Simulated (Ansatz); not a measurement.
Structures of equal composition on the (0001) surface of 4H silicon carbide (Si plane on top): 2x2 Si adatom at H3; 2x2 Si adatom at T1; 2x2 Si adatom at T4. The slabs share one bottom face, and each structure is named by its start. These are constructed structures in small cells; real faces may alloy, dewet or reconstruct in larger ones, and not all known structures of the face are among them. Slabs of about 10 Å with all that they carry, Fermi-Dirac smearing of 0.025 eV. Bottom of the slabs: H caps. Relaxed from the named starts with such symmetry as they have, on meshes of like density; energies extrapolated to zero smearing; no spin-orbit coupling, no U. Spin-polarised runs, if any, are marked in brackets, and their order is one that fits the cell; the others ran without spin. Where a second, spin-polarised start was run, the lower counts.

Host crystal: 4H silicon carbide, with a band gap (PBE, scalar-relativistic without spin-orbit coupling).

Calculation: r2SCAN, at the PBE geometry (plane waves to 500 eV, PAW; Ansatz, a quantum-chemistry and plane-wave program).

Task: Put the candidates in order of energy per 1x1 cell, lowest first, for r2SCAN, at the PBE geometry.

Result: 2x2 Si adatom at H3 (0.000 eV), 2x2 Si adatom at T4 (0.015 eV), 2x2 Si adatom at T1 (0.665 eV)
